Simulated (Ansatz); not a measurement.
Output of an Ansatz run (abridged):

```
WARN the atoms were moved onto the symmetric positions of the space group found under crystal.symmetry.tolerance 1.0e-5 (fractional …
WARN ansatz: RAYON_NUM_THREADS=1 ignored (pool sized by the plan → 1); use --threads N
Pseudopotentials: kind: paw
Pseudopotential: Sr, paw, valence charge 10
Pseudopotential: In, paw, valence charge 13
Crystal: 6 atoms, lattice volume = 181.536 Å³
Basis set: ecut = 420 eV, 3573 PW (Γ)
Bands: 44, of which v1, the nominal top of the filled ones, is band 36 counted from 1 (35 counted from 0)
Symmetry: 24 space group operations
Space group: P63/mmc (ITA 194), of the structure as read, at distance tolerance 5.7e-5 Å
k-points: 30 of 256
PAW frozen core: Sr, regenerated for the run's functional, and the local potential with it
PAW frozen core: In, regenerated for the run's functional, and the local potential with it
Initial density: superposition of atomic densities (neutral atoms: chi_scale 0, normalization atom), corrected by the library's trained network
Initial wavefunctions: pseudopotential atomic-orbital guess
Eigensolver: davidson
Functional: x = slater, c = lda
SCF iter   1: F=—  HF=-28720.514794 eV  |F-HF|=—  |Δ(HF+E_count)|=         —  Δρ=6.83e-3  dr2=4.17e-2  ethr=1.77e-3  ⟨swp⟩=9.4  Hψ=6925  notcnv=0
all-band conjugate gradients solve this SCF's bands
preconditioner: auto → Kerker (q_TF=auto, 2.339 Å⁻¹)
SCF iter   2: F=—  HF=-28720.504904 eV  |F-HF|=—  |Δ(HF+E_count)|=   9.89e-3  Δρ=2.96e-3  dr2=7.97e-3  ethr=5.79e-5  ⟨swp⟩=2.0  Hψ=2340  notcnv=0
SCF iter   3: F=—  HF=-28720.503015 eV  |F-HF|=—  |Δ(HF+E_count)|=   1.89e-3  Δρ=6.00e-4  dr2=5.84e-4  ethr=1.11e-5  ⟨swp⟩=2.1  Hψ=1946  notcnv=0
SCF iter   4: F=—  HF=-28720.502956 eV  |F-HF|=—  |Δ(HF+E_count)|=   5.87e-5  Δρ=1.21e-4  dr2=4.48e-5  ethr=8.10e-7  ⟨swp⟩=2.0  Hψ=1498  notcnv=0
SCF iter   5: F=—  HF=-28720.502867 eV  |F-HF|=—  |Δ(HF+E_count)|=   8.98e-5  Δρ=3.27e-5  dr2=4.50e-6  ethr=6.23e-8  ⟨swp⟩=2.4  Hψ=2340  notcnv=0
SCF iter   6: F=—  HF=-28720.502866 eV  |F-HF|=—  |Δ(HF+E_count)|=   6.43e-7  Δρ=1.11e-5  dr2=5.17e-7  ethr=6.24e-9  ⟨swp⟩=2.6  Hψ=1927  notcnv=0
SCF iter   7: F=-28720.502866 eV  HF=-28720.502866 eV  |F-HF|=2.58e-8  |Δ(HF+E_count)|=   1.44e-7  Δρ=3.99e-6  dr2=5.16e-8  ethr=1.39e-10  ⟨swp⟩=11.0  Hψ=6570  notcnv=0
SCF 1 converged in 7 iterations: F = -28720.502866 eV  dr2 = 5.16e-8
SCF converged after 7 iterations
Free energy (F): -28720.502866 eV
Harris-Foulkes:  -28720.502866 eV  (|F-HF|=2.58e-8)
Internal energy: -28720.496502 eV  (E = F + TS)
E sigma→0 (E₀):  -28720.499684 eV
Entropy (-TS):   -0.006364 eV (-1.061 meV/atom)
Fermi energy:    8.752081 eV
--- Per-component energies (eV) ---
  E_band       = -354.751997
  E_kinetic    = 1463.546285
  E_local      = -6163.198617  (includes V_loc(G=0)·N_el)
  E_nonlocal   = 1886.737965
  E_hartree    = 2239.659032
  E_xc         = -1198.258063
  E_vxc        = -729.039241  (∫ρ·V_xc dr)
  E_paw        = -21250.298669  (= ΣΔE_a)
  E_vpaw       = -1292.110892  (= ΣTr[D̂ρ^β])
  E_aug_tail   = 0.000097  (compensation charges beyond the density's cutoff)
  E_ewald      = -5700.410948
  E_core_change = 1.726416  (= ΣΔE_core)
  E_smearing   = -0.006364  (= −TS)
  E_closure    = 0.000000  (closes the sum)
  Σ components = -28720.502866   (vs F -28720.502866, Δ=0.00e0)
--- Forces (eV/Å), atoms counted from 1 ---
  atom   1  Sr    -0.00000000    -0.00000000     0.00000000
  atom   2  Sr     0.00000000     0.00000000    -0.00000000
  atom   3  In     0.00000000    -0.00000000    -0.01585528
  atom   4  In    -0.00000000     0.00000000     0.01585528
  atom   5  In    -0.00000000     0.00000000    -0.01585528
  atom   6  In     0.00000000    -0.00000000     0.01585528
  max |Σ_I F_I| component: 9.25e-18 eV/Å
--- Stress (GPa, compression-positive) ---
       -3.689834      -0.000000       0.000000
        0.000000      -3.689834       0.000000
        0.000000       0.000000      -3.189595
  P = ⅓ Tr σ = -3.5231 GPa (-35.231 kbar)
  The stress holds the Pulay correction. Without it, at fixed plane waves, as pw.x and ABINIT print it: P = -3.5343 GPa
--- Band table (eV; the first three rows and the last of 30) ---
  k-point 0: bands = ["-26.9751", "-26.9654", "-9.1755", "-9.0496", "-9.0496", "-9.0268", "-9.0268", "-8.9735", "-5.7819", "-5.7819", "-5.7808", "-5.7808", "-5.7536", "-5.7453", "-5.7453", "-5.6966", "-5.6966", "-5.6255", "-5.5885", "-5.4916", [...]
  k-point 1: bands = ["-26.9737", "-26.9668", "-9.1467", "-9.0463", "-9.0463", "-9.0302", "-9.0302", "-9.0039", "-5.7829", "-5.7829", "-5.7828", "-5.7828", "-5.7412", "-5.7366", "-5.7366", "-5.7029", "-5.7029", "-5.6626", "-5.5501", "-5.4891", [...]
  k-point 2: bands = ["-26.9703", "-26.9703", "-9.0761", "-9.0761", "-9.0383", "-9.0383", "-9.0383", "-9.0383", "-5.7841", "-5.7841", "-5.7841", "-5.7841", "-5.7188", "-5.7188", "-5.7188", "-5.7188", "-5.7079", "-5.7079", "-5.5017", "-5.5017", [...]
  k-point 29: bands = ["-26.9692", "-26.9692", "-9.0706", "-9.0706", "-9.0637", "-9.0637", "-9.0553", "-9.0553", "-5.8826", "-5.8826", "-5.7927", "-5.7927", "-5.7476", "-5.7476", "-5.6640", "-5.6640", "-5.6258", "-5.6258", "-5.5790", "-5.5790", [...]
```

The structure:

```
CELL_PARAMETERS angstrom
      5.06967     0.00000     0.00000
     -2.53484     4.39046     0.00000
      0.00000     0.00000     8.15589
ATOMIC_POSITIONS crystal
  Sr 0.00000 0.00000 0.75000
  Sr 0.00000 0.00000 0.25000
  In 0.33333 0.66667 0.95349
  In 0.66667 0.33333 0.04651
  In 0.66667 0.33333 0.45349
  In 0.33333 0.66667 0.54651
```

Problem. What input produced this log?

Solution. Other spellings and defaults could give the same log, and not every line can be read from it. The input that was run (DFT, LDA (PW92), plane waves, default PAW files made with PBE):

Ansatz 0.2 input:
```yaml
crystal:
  lattice:
    - [5.069672, 0.000000, 0.000000]
    - [-2.534836, 4.390465, 0.000000]
    - [0.000000, 0.000000, 8.155887]
  atoms:
    - { symbol: Sr, position: [0.000000, 0.000000, 0.750000] }
    - { symbol: Sr, position: [0.000000, 0.000000, 0.250000] }
    - { symbol: In, position: [0.333333, 0.666667, 0.953490] }
    - { symbol: In, position: [0.666667, 0.333333, 0.046510] }
    - { symbol: In, position: [0.666667, 0.333333, 0.453490] }
    - { symbol: In, position: [0.333333, 0.666667, 0.546510] }
basis:
  ecutwfc: 420.0 eV
kpoints:
  mp_grid: { grid: [8, 8, 4] }
hamiltonian:
  xc: lda
  pseudopotentials: { kind: paw }
scf:
  occupations: { method: gaussian, width: 0.1 eV }
output:
  forces: true
  eigenvalues: true
  stress: true
```

The starting cell comes from a database of computed structures (which also holds hypothetical and non-ambient phases and stackings), without a prior relaxation at this level. Its lattice was rescaled by up to half a per cent. With a pressure of about -4 GPa the cell is away from its equilibrium volume at this level. Ansatz's pressure includes its estimate of the finite-basis (Pulay) stress.

Ansatz is a first-principles code.
